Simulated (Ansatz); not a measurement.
Structures of equal composition on the (111)B surface of zinc-blende BN (N plane on top): 2x2 In adatom at H3; 2x2 In adatom at T4. The slabs share one bottom face, and each structure is named by its start. These are constructed structures in small cells; real faces may alloy, dewet or reconstruct in larger ones, and not all known structures of the face are among them. Slabs of about 11 Å with all that they carry, Fermi-Dirac smearing of 0.025 eV. Bottom of the slabs: H caps. Relaxed from the named starts with such symmetry as they have, on meshes of like density; energies extrapolated to zero smearing; no spin-orbit coupling, no U. Spin-polarised runs, if any, are marked in brackets, and their order is one that fits the cell; the others ran without spin. Where a second, spin-polarised start was run, the lower counts.

The numbers are results of PBE (plane waves to 420 eV, PAW; Ansatz, an electronic-structure program), not measurements.

Task: Rank these by energy per 1x1 cell (lowest first), as PBE gives it.

Result: 2x2 In adatom at H3 (0.000 eV, gap 0.28 eV on the mesh), 2x2 In adatom at T4 (0.013 eV, gap 0.29 eV on the mesh)
